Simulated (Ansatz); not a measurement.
Electronic density of states of amorphous Ta28B8N14, density 13.70 g/cm³, on a 2×2×2 Γ-centred mesh with a Gaussian width of 0.1 eV; energies count from the Fermi level. Cell and mesh are small, so fine structure isn't converged. All values below come from PBE, scalar-relativistic without spin-orbit coupling (plane waves to 420 eV, PAW; Ansatz, a first-principles code). Sampling: a 2×2×2 Γ-centred mesh; Fermi-Dirac width 0.1 eV; no spin polarisation. The usual formal charges leave 122 electrons over, so the level spacing at the Fermi energy parts defect or band states and needn't be the band gap.

A CHGNet melt-quench gave the starting glass, which DFT then relaxed. N atoms were pushed apart under 1.9 Å during the dynamics, to hinder bonds among them. The hot cell started wider than the set density and was brought back towards it in steps. It is the lowest in DFT energy of 2 quenches. It is a model cell: composition and starting density were chosen by hand, and all elements were melted together. No dispersion term was used. Its density started from a set value of 14.60 and ended at 13.70 g/cm³. The simulated quench (nominally 380 K/ps over its main leg) is rapid and tends to freeze in more defects than a deposited or slowly cooled glass has. A cell of this size samples the disorder only roughly. Volume and shape were free in the relaxation. On a 2×2×2 Γ-centred mesh force components of up to 0.48 eV/Å stay, since the relaxation ran on one k-point at (1/4, 1/4, 1/4).

(E - EF (eV), states/(eV atom)): (-12.00, 0.00); (-11.90, 0.00); (-11.80, 0.00); (-11.70, 0.00); (-11.60, 0.00); (-11.50, 0.00); (-11.40, 0.03); (-11.30, 0.17); (-11.20, 0.16); (-11.10, 0.03); (-11.00, 0.00); (-10.90, 0.00); (-10.80, 0.02); (-10.70, 0.15); (-10.60, 0.18); (-10.50, 0.04); (-10.40, 0.00); (-10.30, 0.00); (-10.20, 0.00); (-10.10, 0.00); (-10.00, 0.02); (-9.90, 0.11); (-9.80, 0.16); (-9.70, 0.09); (-9.60, 0.01); (-9.50, 0.00); (-9.40, 0.00); (-9.30, 0.00); (-9.20, 0.00); (-9.10, 0.00); (-9.00, 0.00); (-8.90, 0.01); (-8.80, 0.10); (-8.70, 0.21); (-8.60, 0.13); (-8.50, 0.09); (-8.40, 0.06); (-8.30, 0.06); (-8.20, 0.07); (-8.10, 0.09); (-8.00, 0.14); (-7.90, 0.18); (-7.80, 0.18); (-7.70, 0.23); (-7.60, 0.29); (-7.50, 0.36); (-7.40, 0.40); (-7.30, 0.41); (-7.20, 0.48); (-7.10, 0.53); (-7.00, 0.54); (-6.90, 0.47); (-6.80, 0.45); (-6.70, 0.51); (-6.60, 0.52); (-6.50, 0.48); (-6.40, 0.49); (-6.30, 0.51); (-6.20, 0.54); (-6.10, 0.58); (-6.00, 0.57); (-5.90, 0.63); (-5.80, 0.69); (-5.70, 0.66); (-5.60, 0.66); (-5.50, 0.62); (-5.40, 0.59); (-5.30, 0.65); (-5.20, 0.58); (-5.10, 0.52); (-5.00, 0.57); (-4.90, 0.56); (-4.80, 0.50); (-4.70, 0.45); (-4.60, 0.48); (-4.50, 0.45); (-4.40, 0.48); (-4.30, 0.44); (-4.20, 0.43); (-4.10, 0.43); (-4.00, 0.48); (-3.90, 0.45); (-3.80, 0.37); (-3.70, 0.38); (-3.60, 0.42); (-3.50, 0.45); (-3.40, 0.50); (-3.30, 0.46); (-3.20, 0.44); (-3.10, 0.46); (-3.00, 0.43); (-2.90, 0.43); (-2.80, 0.50); (-2.70, 0.54); (-2.60, 0.58); (-2.50, 0.56); (-2.40, 0.58); (-2.30, 0.60); (-2.20, 0.57); (-2.10, 0.57); (-2.00, 0.57); (-1.90, 0.59); (-1.80, 0.56); (-1.70, 0.57); (-1.60, 0.59); (-1.50, 0.62); (-1.40, 0.58); (-1.30, 0.52); (-1.20, 0.48); (-1.10, 0.47); (-1.00, 0.52); (-0.90, 0.53); (-0.80, 0.42); (-0.70, 0.44); (-0.60, 0.48); (-0.50, 0.45); (-0.40, 0.37); (-0.30, 0.35); (-0.20, 0.43); (-0.10, 0.45); (0.00, 0.40); (0.10, 0.37); (0.20, 0.41); (0.30, 0.42); (0.40, 0.40); (0.50, 0.36); (0.60, 0.45); (0.70, 0.52); (0.80, 0.51); (0.90, 0.50); (1.00, 0.47); (1.10, 0.44); (1.20, 0.51); (1.30, 0.56); (1.40, 0.57); (1.50, 0.55); (1.60, 0.49); (1.70, 0.52); (1.80, 0.58); (1.90, 0.64); (2.00, 0.63); (2.10, 0.63); (2.20, 0.70); (2.30, 0.64); (2.40, 0.65); (2.50, 0.61)
